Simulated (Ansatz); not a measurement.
# GaAs under a change: x(Al) = 0.75, 8 atoms, P-4m2

Consider GaAs in the zinc blende structure (space group F-43m, No. 216; a = 5.6590 Å).

The other end (x = 1) is AlAs in the zinc blende structure (space group F-43m, No. 216): 22.84 Å³/atom, gap 1.34 eV.

The change: a fraction x = 0.75 of the Ga sites is given to Al, ordered in a cell of 8 atoms (starting symmetry P-4m2) and fully relaxed.

All numbers come from PBEsol, PAW, 420 eV (Ansatz, a first-principles code; spin-orbit coupling left out). k-mesh 8×8×3 (Γ-centred); smearing 0.05 eV (Fermi–Dirac), for the changed cell.

- Volume per atom: 22.80 Å³ (base 22.65 Å³)
- Density: 4.10 g/cm³ (base 5.30 g/cm³)
- Band gap: 1.33 eV (base 0.42 eV)
- Valence-band top at Γ (three highest levels, from the VBM): 0.00, 0.00, -0.02 eV (base 0.00, 0.00, 0.00 eV)
- Mixing energy: +3 meV/atom
- Deviation of the volume from the linear (Vegard-type) interpolation: 0.0 %
- Bowing parameter b of this ordering, from Eg = [1−x] Eg[0] + x Eg[1] − b x [1−x]: -1.2 eV
- Mean first-shell distances: Ga–As 2.455 Å (end compound 2.450 Å), Al–As 2.456 Å (end compound 2.457 Å)

Each cell is one ordered arrangement of few atoms, which overstates ordering effects compared with a random alloy. Gaps are read on the SCF mesh and a high-symmetry path. No phonon test of stability was made.
